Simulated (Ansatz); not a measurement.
The reference is YF₃ (space group Pnma, No. 62).

```yaml
crystal:
  lattice:
    - [6.33039, 0.00000, 0.00000]
    - [0.00000, 6.83929, 0.00000]
    - [0.00000, 0.00000, 4.36949]
  atoms:
    - { symbol: Y, position: [0.63092, 0.75000, 0.93865] }
    - { symbol: Y, position: [0.36908, 0.25000, 0.06135] }
    - { symbol: Y, position: [0.86908, 0.25000, 0.43865] }
    - { symbol: Y, position: [0.13092, 0.75000, 0.56135] }
    - { symbol: F, position: [0.16507, 0.43686, 0.37802] }
    - { symbol: F, position: [0.83493, 0.56314, 0.62198] }
    - { symbol: F, position: [0.33493, 0.56314, 0.87802] }
    - { symbol: F, position: [0.66507, 0.43686, 0.12198] }
    - { symbol: F, position: [0.66507, 0.06314, 0.12198] }
    - { symbol: F, position: [0.33493, 0.93686, 0.87802] }
    - { symbol: F, position: [0.83493, 0.93686, 0.62198] }
    - { symbol: F, position: [0.16507, 0.06314, 0.37802] }
    - { symbol: F, position: [0.52307, 0.25000, 0.58944] }
    - { symbol: F, position: [0.47693, 0.75000, 0.41056] }
    - { symbol: F, position: [0.97693, 0.75000, 0.08944] }
    - { symbol: F, position: [0.02307, 0.25000, 0.91056] }
```

Cartesian axes are those of the cell as printed.

Computed with DFT with PBEsol, PAW potentials and a 420 eV plane-wave cutoff in Ansatz (a program for electronic structure), without spin-orbit coupling.

The change: uniaxial strain ε_zz = +3.27 %, all other strain components held at zero; the atoms relax in the strained cell.

**Question.** What happens to the stress and energy relative to the base?

**Answer.** The stress (xx, yy, zz, yz, xz, xy; compression positive) is (-3.34, -1.57, -2.34, 0.00, 0.00, 0.00) GPa; the energy grows by 3.5 meV/atom.

No phonon test of stability was made.
